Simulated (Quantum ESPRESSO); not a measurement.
A self-consistent single point of Co₃SbO₈ (R-3m, 12 atoms in the cell) with Quantum ESPRESSO.

Method: PBEsol, PSlibrary PAW (PBE) pseudopotentials (plane waves; Quantum ESPRESSO).

```
Co3SbO8
1.0
    2.92503     1.68877     4.77615
   -2.92503     1.68877     4.77615
    0.00000    -3.37753     4.77615
Co Sb O
3 1 8
Direct
  0.00000   0.50000   0.50000
  0.50000   0.00000   0.50000
  0.50000   0.50000   0.00000
  0.00000   0.00000   0.00000
  0.24306   0.71932   0.24306
  0.75694   0.28068   0.75694
  0.24306   0.24306   0.71932
  0.75694   0.75694   0.28068
  0.71932   0.24306   0.24306
  0.28068   0.75694   0.75694
  0.72826   0.72826   0.72826
  0.27174   0.27174   0.27174
```
Moments meant for the start (each program seeds them in its own way; μB, in the order of the atoms Co Co Co Sb O O O O O O O O): 3.0 3.0 3.0 0.0 0.0 0.0 0.0 0.0 0.0 0.0 0.0 0.0.

Reference input (self-consistent single point, DFT, PBEsol, plane waves, PSlibrary PAW (PBE) pseudopotentials): ecutwfc = 55 Ry; ecutrho = 330 Ry; occupations = smearing; smearing = methfessel-paxton; degauss = 0.0073499 Ry; nspin = 2; input_dft = pbesol; K_POINTS = automatic 5 5 5 0 0 0; conv_thr = 1e-11 Ry; mixing_beta = 0.3. This run's input differs from it in these lines:

```diff
@@ -15,4 +15,4 @@
    occupations = 'smearing'
-   smearing = 'methfessel-paxton'
-   degauss = 0.0073499
+   smearing = 'fermi-dirac'
+   degauss = 0.0036749
    nspin = 2
```

Log, with long lists cut:

```
     Self-consistent Calculation

     iteration #  1     ecut=    55.00 Ry     beta= 0.30

     total energy              =   -1149.08788359 Ry
     estimated scf accuracy    <       3.09651791 Ry

     total magnetization       =     4.98 Bohr mag/cell
     absolute magnetization    =     5.40 Bohr mag/cell

     iteration #  2     ecut=    55.00 Ry     beta= 0.30

     total energy              =   -1149.16502767 Ry
     estimated scf accuracy    <       8.11870302 Ry

     total magnetization       =     0.96 Bohr mag/cell
     absolute magnetization    =     1.87 Bohr mag/cell

     iteration #  3     ecut=    55.00 Ry     beta= 0.30

   [... lines left out ...]
     atom   2 (R=0.134)  charge=  6.2153  magn=  0.5254
     atom   3 (R=0.134)  charge=  6.2153  magn=  0.5254
     atom   4 (R=0.143)  charge=  0.8608  magn=  0.0002
     atom   5 (R=0.134)  charge=  5.1960  magn=  0.0128
     atom   6 (R=0.134)  charge=  5.1960  magn=  0.0128
     atom   7 (R=0.134)  charge=  5.1960  magn=  0.0128
     atom   8 (R=0.134)  charge=  5.1960  magn=  0.0128
     atom   9 (R=0.134)  charge=  5.1960  magn=  0.0128
     atom  10 (R=0.134)  charge=  5.1960  magn=  0.0128
     atom  11 (R=0.134)  charge=  5.1478  magn=  0.0897
     atom  12 (R=0.134)  charge=  5.1478  magn=  0.0897
     End of self-consistent calculation

     the Fermi energy is     5.3529 ev

!    total energy              =   -1150.11232343 Ry
     estimated scf accuracy    <          7.2E-12 Ry
     smearing contrib. (-TS)   =      -0.00464985 Ry
     internal energy E=F+TS    =   -1150.10767358 Ry

     total magnetization       =     2.00 Bohr mag/cell
     absolute magnetization    =     2.10 Bohr mag/cell

     convergence has been achieved in  21 iterations

     Forces acting on atoms (cartesian axes, Ry/au):

     atom    1 type  1   force =    -0.00000000   -0.00000000    0.00000000
     atom    2 type  1   force =    -0.00000000    0.00000000   -0.00000000
     atom    3 type  1   force =     0.00000000   -0.00000000   -0.00000000
     atom    4 type  2   force =     0.00000000    0.00000000    0.00000000
   [... lines left out ...]

     Total force =     0.057218     Total SCF correction =     0.000002

          total   stress  (Ry/bohr**3)                   (kbar)     P=      -63.20
  -0.00050351  -0.00000000   0.00000000          -74.07       -0.00        0.00
   0.00000000  -0.00050351   0.00000000            0.00      -74.07        0.00
   0.00000000   0.00000000  -0.00028188            0.00        0.00      -41.47

   JOB DONE.
```

The run converged in 21 iterations. Against the reference run the free energy falls by 2.8 meV/atom, the pressure moves little (-6.33 to -6.32 GPa), the largest force goes from 0.586 to 0.575 eV/Å and the size of the net moment stays at 0.17 μB/atom.

The starting cell comes from a database of computed structures (which also holds hypothetical and non-ambient phases and stackings), without a prior relaxation at this level. The moments shrank to a small part of their start, a low-spin state that need not be the lowest. With a pressure of about -6 GPa the cell is away from its equilibrium volume at this level.

Cost on one core of a shared machine: roughly 10 min.
